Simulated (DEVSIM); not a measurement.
Structure: illuminated Ge n-on-p cell, one wavelength, at 300 K.

Layer 1 from the left is Ge, thickness (μm) 0.700, Nd (cm⁻³) 1.8e18, τn (s) 2.3e-7, τp (s) 1.1e-8, absorption coefficient (cm⁻¹) 7500. Layer 2 from the left is Ge, thickness (μm) 52.0, Na (cm⁻³) 8.5e15, τn (s) 8.6e-7, τp (s) 8.6e-7, absorption coefficient (cm⁻¹) 7500.

Left contact: ohmic, minority hole recombination velocity 400 cm/s. Right contact: ohmic, minority electron recombination velocity 400 cm/s. Voltage is applied to the left contact. Recombination: SRH at mid-gap, radiative, Auger. Light enters at the left, 5.7e17 photons cm⁻² s⁻¹, one pass, no reflection. Mobility is μmin + (μ − μmin)/(1 + (N/Nref)^α).

This is a model device: material constants are rounded textbook-type values typed into the input, and sizes, dopings and lifetimes were drawn at random. Values at 300 K.

Ge: gap (eV) 0.664, affinity (eV) 4, permittivity 16, Nc (cm⁻³) 1.04e19, Nv (cm⁻³) 6e18, μn (cm²/Vs) 3900, μp (cm²/Vs) 1900, μn,min 150, μp,min 100, Nref,n 2.6e17, Nref,p 4e17, αn 0.56, αp 0.6, B (cm³/s) 6.4e-14, Cn (cm⁶/s) 1e-31, Cp (cm⁶/s) 1e-31.

Simulated with DEVSIM: 1D drift-diffusion, Boltzmann statistics, complete ionisation; no tunnelling, impact ionisation, image-force lowering or self-heating.

### Question
What does the simulation give for the largest field in the device at zero bias, the open-circuit voltage?

### Answer
largest field in the device at zero bias 66000 V/cm; open-circuit voltage 0.196 V.
